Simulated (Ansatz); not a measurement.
In$_{2}$O$_{3}$ in the corundum structure (space group R-3c, No. 167)

```cif
data_In4O6
_chemical_formula_sum 'In4 O6'
_space_group_name_H-M_alt 'P 1'
_space_group_IT_number 1
_cell_length_a 5.79695
_cell_length_b 5.79695
_cell_length_c 5.79695
_cell_angle_alpha 56.780
_cell_angle_beta 56.780
_cell_angle_gamma 56.780
loop_
_space_group_symop_operation_xyz
  'x, y, z'
loop_
_atom_site_label
_atom_site_type_symbol
_atom_site_fract_x
_atom_site_fract_y
_atom_site_fract_z
_atom_site_occupancy
In1 In 0.14253 0.14253 0.14253 1
In2 In 0.85747 0.85747 0.85747 1
In3 In 0.35747 0.35747 0.35747 1
In4 In 0.64253 0.64253 0.64253 1
O1 O 0.54587 0.25000 0.95413 1
O2 O 0.45413 0.75000 0.04587 1
O3 O 0.95413 0.54587 0.25000 1
O4 O 0.04587 0.45413 0.75000 1
O5 O 0.25000 0.95413 0.54587 1
O6 O 0.75000 0.04587 0.45413 1
```

The values are results of PBEsol (Ansatz, a first-principles code), without spin-orbit coupling, not measurements. Settings: 7×7×7 k-points, 0.05 eV Fermi–Dirac smearing.

```yaml
volume_per_atom: 12.75 Å³
density: 7.23 g/cm³
band_gap: 1.11 eV, indirect, Γ–S₀ (57 % along) → Γ
electron_mass: 0.15 mₑ
Lowest conduction-band minima above the VBM: Γ 1.11 eV
total_energy: -2546.758 eV/atom (σ→0; compares only within this code and set-up)
```

Effective masses come from finite differences of ±0.01 Å⁻¹. Stability against distortions was not tested.
